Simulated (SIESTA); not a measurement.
A self-consistent single point of MgNi3C (Pm-3m, 5 atoms in the cell) with SIESTA

Method of the run: SIESTA with LDA PW92, numerical atomic orbitals DZP, PseudoDojo LDA standard norm-conserving potentials (rewritten from UPF to PSML).

The input file:

```
# files in the folder: Mg.psml Ni.psml C.psml (PseudoDojo LDA standard)
SystemName  MgNi3C
SystemLabel MgNi3C

NumberOfAtoms                5
NumberOfSpecies              3
%block ChemicalSpeciesLabel
  1 12 Mg
  2 28 Ni
  3 6 C
%endblock ChemicalSpeciesLabel
LatticeConstant              1.0 Bohr
%block LatticeVectors
     6.995509111    0.000000000    0.000000000
     0.000000000    6.995509111    0.000000000
     0.000000000    0.000000000    6.995509111
%endblock LatticeVectors
AtomicCoordinatesFormat      ScaledCartesian
%block AtomicCoordinatesAndAtomicSpecies
     0.000000000    0.000000000    0.000000000  1
     0.000000000    3.497754555    3.497754555  2
     3.497754555    0.000000000    3.497754555  2
     3.497754555    3.497754555    0.000000000  2
     3.497754555    3.497754555    3.497754555  3
%endblock AtomicCoordinatesAndAtomicSpecies

XC.functional                LDA
XC.authors                   PW92
PAO.BasisSize                DZP
PAO.EnergyShift              0.01 Ry
MeshCutoff                   300 Ry
%block kgrid.MonkhorstPack
    9   0   0  0.0
    0   9   0  0.0
    0   0   9  0.0
%endblock kgrid.MonkhorstPack
OccupationFunction           MP
OccupationMPOrder            0
ElectronicTemperature        0.2 eV
Spin                         polarized
%block DM.InitSpin
  1 +0.00
  2 +2.00
  3 +2.00
  4 +2.00
  5 +0.00
%endblock DM.InitSpin

MaxSCFIterations             150
SCF.Mixer.Method             Pulay
SCF.Mixer.Weight             0.1
SCF.Mixer.History            6
SCF.DM.Tolerance             1.0E-05
Diag.ParallelOverK           true
WriteForces                  true
Charge.Mulliken              end
```

Output (repeated stretches shortened):

```
reinit: Reading from file input.fdf

reinit: System Name: MgNi3C
reinit: System Label: MgNi3C

NOTE on units for spin output:
{S} is the spin magnetic moment, in units of the Bohr magneton,
assuming a g-factor for the electron spin of exactly 2.
The spin magnetic moment is then numerically equal to the charge inbalance,
in units of electrons, between the spin-up and -down channels.

coor:   Atomic-coordinates input format  =     Cartesian coordinates
coor:                                          (in units of alat)

siesta: Atomic coordinates (Bohr) and species
siesta:      0.00000   0.00000   0.00000  1        1
siesta:      0.00000   3.49775   3.49775  2        2
siesta:      3.49775   0.00000   3.49775  2        3
siesta:      3.49775   3.49775   0.00000  2        4
siesta:      3.49775   3.49775   3.49775  3        5

siesta: System type = bulk

initatomlists: Number of atoms, orbitals, and projectors:      5    79    70

siesta: ******************** Simulation parameters ****************************
redata: Spin configuration                          = collinear
redata: Time-Reversal Symmetry                      = T
redata: Number of Atomic Species                    =        3
redata: Mesh Cutoff                                 =   300.0000 Ry
redata: Net charge of the system                    =     0.0000 |e|
redata: Min. number of SCF Iter                     =        0
redata: Max. number of SCF Iter                     =      150
redata: SCF convergence failure will abort job
redata: SCF mix quantity                            = Hamiltonian
redata: Mix DM or H after convergence               =   F
redata: Recompute H after scf cycle                 =   F
redata: Mix DM in first SCF step                    =   T
redata: No kicks to SCF
redata: DM Mixing Weight for Kicks                  =     0.5000
redata: Require Harris convergence for SCF          =   F
   [... lines left out ...]
diag: Absolute tolerance                            =  0.100E-15
diag: Orthogonalization factor                      =  0.100E-05
diag: Memory factor                                 =  1.0000

superc: Internal auxiliary supercell:     5 x     5 x     5  =     125
superc: Number of atoms, orbitals, and projectors:    625   9875   8750

                        Single-point calculation

superc: Internal auxiliary supercell:     5 x     5 x     5  =     125
superc: Number of atoms, orbitals, and projectors:    625   9875   8750

outcell: Unit cell vectors (Ang):
        3.701864    0.000000    0.000000
        0.000000    3.701864    0.000000
        0.000000    0.000000    3.701864

outcell: Cell vector modules (Ang)   :    3.701864    3.701864    3.701864
outcell: Cell angles (23,13,12) (deg):     90.0000     90.0000     90.0000
outcell: Cell volume (Ang**3)        :     50.7296
new_DM -- step:     1
Initializing Density Matrix...

Attempting to read DM from file... Failed...
initDM: WARNING: atom 1 has a closed-shell and cannot be polarized
DM filled with atomic data (user-defined):

InitMesh: MESH = 40 x 40 x 40 = 64000
InitMesh: Mesh cutoff (required, used) =   300.000   322.687 Ry

stepf: Methfessel-Paxton step function
       Using Hermite-Gauss polynomials of order  0
        iscf     Eharris(eV)        E_KS(eV)     FreeEng(eV)     dDmax    Ef(eV) dHmax(eV)
   scf:    1   -15360.279663   -15433.736808   -15433.791814  1.131666 -1.236767 19.100250
     spin moment: {S} , |S| = {        0.0        0.0    2.64410 }     2.64410
   scf:    2   -15465.289670   -15451.432082   -15451.483091  0.465878 -2.458385 10.942031
     spin moment: {S} , |S| = {        0.0        0.0    2.28391 }     2.28391
   scf:    3   -15461.756162   -15459.867367   -15459.905965  0.424490 -3.821113  3.390372
     spin moment: {S} , |S| = {        0.0        0.0    1.62749 }     1.62749
   scf:    4   -15460.042993   -15459.966572   -15460.011973  0.049797 -3.746903  2.161713
     spin moment: {S} , |S| = {        0.0        0.0    1.49777 }     1.49777
   scf:    5   -15460.313570   -15460.156195   -15460.222877  0.075159 -3.919296  0.662072
     spin moment: {S} , |S| = {        0.0        0.0    0.91348 }     0.91348
   scf:    6   -15460.176853   -15460.166681   -15460.233883  0.004293 -3.927065  0.550416
   [... lines left out ...]
   scf:   13   -15460.232326   -15460.232325   -15460.318057  0.000146 -4.003386  0.007188
     spin moment: {S} , |S| = {        0.0        0.0    0.00118 }     0.00118
   scf:   14   -15460.232316   -15460.232320   -15460.318060  0.000142 -4.003247  0.007284
     spin moment: {S} , |S| = {        0.0        0.0    0.00218 }     0.00218
   scf:   15   -15460.232302   -15460.232311   -15460.318064  0.000312 -4.003314  0.001335
     spin moment: {S} , |S| = {        0.0        0.0    0.00105 }     0.00105
   scf:   16   -15460.232317   -15460.232314   -15460.318064  0.000045 -4.003352  0.000711
     spin moment: {S} , |S| = {        0.0        0.0    0.00011 }     0.00011
   scf:   17   -15460.232320   -15460.232317   -15460.318064  0.000038 -4.003301  0.000352
     spin moment: {S} , |S| = {        0.0        0.0   -0.00003 }    -0.00003
   scf:   18   -15460.232317   -15460.232317   -15460.318064  0.000007 -4.003301  0.000261
     spin moment: {S} , |S| = {        0.0        0.0    0.00002 }     0.00002
SCF Convergence by DM+H criterion
max |DM_out - DM_in|         :     0.0000071722
max |H_out - H_in|      (eV) :     0.0002613027
SCF cycle converged after 18 iterations

Using DM_out to compute the final energy and forces

siesta: E_KS(eV) =           -15460.2323

siesta: E_KS - E_eggbox =    -15460.2323

siesta: Atomic forces (eV/Ang):
     1    0.000000    0.000000    0.000000
     2   -0.000000    0.000000    0.000000
     3    0.000000   -0.000000    0.000000
     4    0.000000    0.000000   -0.000000
     5    0.000000    0.000000   -0.000000
   Tot    0.000000    0.000000    0.000001
   Max    0.000000
   Res    0.000000    sqrt( Sum f_i^2 / 3N )
   Max    0.000000    constrained

Stress tensor Voigt[x,y,z,yz,xz,xy] (kbar):     -106.39     -106.39     -106.39       -0.00       -0.00        0.00
(Free)E + p*V (eV/cell)   -15456.9495
Target enthalpy (eV/cell)   -15460.3181

siesta: Program's energy decomposition (eV):
siesta: Ebs     =     -2564.491636
siesta: Eions   =     19574.752801
siesta: Ena     =      1224.777781
siesta: Ekin    =      7499.134572
siesta: Enl     =     -2696.238462
siesta: Eso     =         0.000000
siesta: Edftu   =         0.000000
siesta: DEna    =        86.597791
siesta: DUscf   =         2.562126
siesta: DUext   =         0.000000
siesta: Ex      =     -1849.802005
siesta: Ec      =      -152.511319
siesta: Exc     =     -2002.313324
siesta: Eharris =    -15460.232317
siesta: Etot    =    -15460.232317
siesta: FreeEng =    -15460.318064

siesta: Stress tensor (static) (eV/Ang**3):
siesta:    -0.066403    0.000000    0.000000
siesta:     0.000000   -0.066403    0.000000
siesta:    -0.000000   -0.000000   -0.066402

siesta: Cell volume =         50.729593 Ang**3

siesta: Pressure (static):
siesta:                Solid            Molecule  Units
siesta:           0.00072322          0.00072322  Ry/Bohr**3
siesta:           0.06640257          0.06640256  eV/Ang**3
siesta:         106.38864582        106.38863747  kBar

mulliken: Atomic and Orbital Populations:

mulliken: Spin UP

Species: Mg
Atom  Qatom  Qorb
               2s      3s      3s      2py     2pz     2px     3py     3pz
   [... lines left out ...]
               4px     3dxy    3dyz    3dz2    3dxz    3dx2-y2 3dxy    3dyz
               3dz2    3dxz    3dx2-y2
   2  8.883   0.969   0.398  -0.171   1.006   1.006   0.989   0.118   0.118
              0.205   0.869   1.031   0.924   0.869   0.882  -0.044  -0.110

             -0.063  -0.044  -0.071
   3  8.883   0.969   0.398  -0.171   0.989   1.006   1.006   0.205   0.118
              0.118   0.869   0.869   0.924   1.031   0.882  -0.044  -0.044

             -0.063  -0.110  -0.071
   4  8.883   0.969   0.398  -0.171   1.006   0.989   1.006   0.118   0.205
              0.118   1.031   0.869   0.861   0.869   0.945  -0.110  -0.044

             -0.074  -0.044  -0.060

Species: C
Atom  Qatom  Qorb
               2s      2s      2py     2pz     2px     2py     2pz     2px
               3Pdxy   3Pdyz   3Pdz2   3Pdxz   3Pdx2-y2
   5  2.285   0.366   0.179   0.468   0.468   0.468   0.057   0.057   0.057
              0.039   0.039   0.023   0.039   0.023

mulliken: Qtot =       34.000

Mulliken Atomic Populations:
Atom #   charge [q] valence [e]      Sz [e]  Species
     1    -0.133840   10.133840   -0.000004  Mg
     2     0.234551   17.765449   -0.000019  Ni
     3     0.234551   17.765449   -0.000019  Ni
     4     0.234552   17.765448   -0.000019  Ni
     5    -0.569813    4.569813    0.000085  C
 Total    -0.000000                0.000025
```

The run converged in 18 iterations.

The starting cell comes from a database of computed structures (which also holds hypothetical and non-ambient phases and stackings), without a prior relaxation at this level. Its lattice was rescaled by a random factor within 2.5 % of one. The starting moments vanished: the run ended non-magnetic, which need not be the lowest state. Values carry the incompleteness of an atom-centred basis. With a pressure of about 11 GPa the cell is away from its equilibrium volume at this level.

Cost on one core of a shared machine: roughly 3 min.
